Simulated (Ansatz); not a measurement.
The structure below was relaxed with PBE (Ansatz, a quantum-chemistry and plane-wave program; PAW; 420 eV plane waves; no SOC).

```yaml
crystal:
  lattice:
    - [-1.78101, 1.78101, 7.59427]
    - [1.78101, -1.78101, 7.59427]
    - [1.78101, 1.78101, -7.59427]
  atoms:
    - { symbol: N, position: [0.82865, 0.82865, 0.00000] }
    - { symbol: N, position: [0.17135, 0.17135, 0.00000] }
    - { symbol: B, position: [0.50000, 0.50000, 0.00000] }
    - { symbol: Y, position: [0.67338, 0.67338, 0.00000] }
    - { symbol: Y, position: [0.00000, 0.00000, 0.00000] }
    - { symbol: Y, position: [0.32662, 0.32662, 0.00000] }
```

Q: Find the space group and the Wyckoff positions.

A: Space group I4/mmm (No. 139); a = 3.5620 Å, b = 3.5620 Å, c = 15.1885 Å, α = 90.00°, β = 90.00°, γ = 90.00°

```tsv
atom	site	symmetry	x	y	z
N	4e	4mm	0.0000	0.0000	0.1714
B	2b	4/mmm	0.0000	0.0000	0.5000
Y	4e	4mm	0.0000	0.0000	0.3266
Y	2a	4/mmm	0.0000	0.0000	0.0000
```

Q: Describe the coordination.

A: The crystal has 12 atoms in its conventional cell. Cell: a = 3.562 Å, b = 3.562 Å, c = 15.189 Å, α = 90.00°, β = 90.00°, γ = 90.00°. N has 1 Y at 2.358 Å and 5 Y at 2.519–2.603 Å (octahedral). B is coordinated by 6 Y at 2.519–2.633 Å (octahedral). Y1 is coordinated by 1 N at 2.358 Å and 4 N at 2.519 Å and 1 B at 2.633 Å (octahedral). Y2 is surrounded by 4 B at 2.519 Å and 2 N at 2.603 Å (octahedral). (Neighbours: up to the widest gap in distance over summed covalent radii, below 1.35, at either atom; cation-cation and far metal-metal contacts left out.)

These are small ordered cells, not random alloys; other orderings at the same x differ. Stability against distortions was not tested. The final runs are not spin-polarised. The cell was made from YN by this change: x(B) = 0.333, 6 atoms, I4/mmm.
